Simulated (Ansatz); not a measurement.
Mg2F (model structure, started from the Ca2N type, R-3m, No. 166, 3 atoms in the cell) was calculated with r²SCAN in Ansatz (plane waves, PAW).

Input file:

Ansatz 0.2 input:
```yaml
crystal:
  lattice:
    - [1.5724786012, 0.9078707656, 5.8609204387]
    - [-1.5724786012, 0.9078707656, 5.8609204387]
    - [0.0, -1.8157420655, 5.8609203559]
  atoms:
    - { symbol: Mg, position: [0.7604643187, 0.7604643187, 0.7604643187] }
    - { symbol: Mg, position: [0.2395356813, 0.2395356813, 0.2395356813] }
    - { symbol: F, position: [0.0, 0.0, 0.0] }
basis:
  ecutwfc: 560
  ecutrho_ratio: 4
  xc_grid: 3
kpoints:
  mp_grid: { grid: [20, 20, 20] }
hamiltonian:
  xc: r2scan
  dispersion: none
  pseudopotentials: { kind: paw }
scf:
  occupations: { method: fermi_dirac, width: 0.05 }
output:
  forces: true
  stress: true
  eigenvalues: true
relax:
  f_tol: 0.004
  escape_saddle: false
  max_steps: 80
  cell: { stress_tol: 0.02, fix: [volume] }
```

Excerpt of the program's output:

```
Relaxation: its limit of steps is 80 (relax.max_steps)
Crystal: 3 atoms, lattice volume = 50.203 Å³
Basis set: ecut = 560 eV, 1481 PW (Γ), FFT grids on a1−a3, a2−a3, a3, exchange–correlation on 75×75×144 points (27 copies of the dense FFT grid, shifted against one another)
Bands: 18, of which v1, the nominal top of the filled ones, is band 14 counted from 1 (13 counted from 0)
Symmetry: 12 space group operations
Space group: R-3m (ITA 166), of the structure as read, at distance tolerance 3.7e-5 Å
k-points: 781 of 8000
Functional: x = r2scan, c = r2scan; τ floored in thin density (d = 2e-4 eV/Å³)
SCF iter   1: F=—  HF=-4663.660778 eV  |F-HF|=—  |Δ(HF+E_count)|=         —  Δρ=8.66e-3  dr2=2.48e-2  dr2_τ=2.75e-2
SCF iter   2: F=—  HF=-4663.703809 eV  |F-HF|=—  |Δ(HF+E_count)|=   4.30e-2  Δρ=4.25e-3  dr2=8.66e-3  dr2_τ=2.61e-4
  ...
SCF 1 converged in 8 iterations: F = -4663.703474 eV  dr2 = 4.85e-8
Crystal: 3 atoms, lattice volume = 50.203 Å³
Initial density: handed on by an earlier stage of this run
SCF 2 converged in 7 iterations: F = -4663.703513 eV  dr2 = 2.26e-8
Crystal: 3 atoms, lattice volume = 50.203 Å³
SCF 3 converged in 7 iterations: F = -4663.703534 eV  dr2 = 2.14e-9
Crystal: 3 atoms, lattice volume = 50.203 Å³
SCF iter   4: F=—  HF=-4663.703534 eV  |F-HF|=—  |Δ(HF+E_count)|=  1.00e-11  Δρ=1.09e-7  dr2=1.42e-11  dr2_τ=4.78e-13
SCF iter   5: F=-4663.703534 eV  HF=-4663.703534 eV  |F-HF|=1.82e-12  |Δ(HF+E_count)|=    0.00e0  Δρ=4.02e-8  dr2=2.75e-12  dr2_τ=3.90e-14
SCF 4 converged in 5 iterations: F = -4663.703534 eV  dr2 = 2.75e-12
SCF converged after 5 iterations
Free energy (F): -4663.703534 eV
Internal energy: -4663.696460 eV  (E = F + TS)
E sigma→0 (E₀):  -4663.699997 eV
Fermi energy:    7.095775 eV
--- Forces (eV/Å), atoms counted from 1 ---
  atom   1  Mg    -0.00000000     0.00000000    -0.00005687
  atom   2  Mg     0.00000000    -0.00000000     0.00005687
  atom   3  F     -0.00000000     0.00000000     0.00000000
--- Stress (GPa, compression-positive) ---
       -0.966313      -0.000000      -0.000000
       -0.000000      -0.966313       0.000000
       -0.000000       0.000000      -0.980318
  P = ⅓ Tr σ = -0.9710 GPa (-9.710 kbar)
```

The cell is one volume of an energy–volume scan, off the minimum.

The PAW data were made under PBE.

Note: the relaxation could raise the start's symmetry but not lower it, so the cell can be a saddle point.

A model structure was made by putting elements into a prototype or built by hand; it is no filed structure, need not be a known phase, and can be a saddle point held by its symmetry.

Ansatz is a quantum-chemistry and plane-wave program.
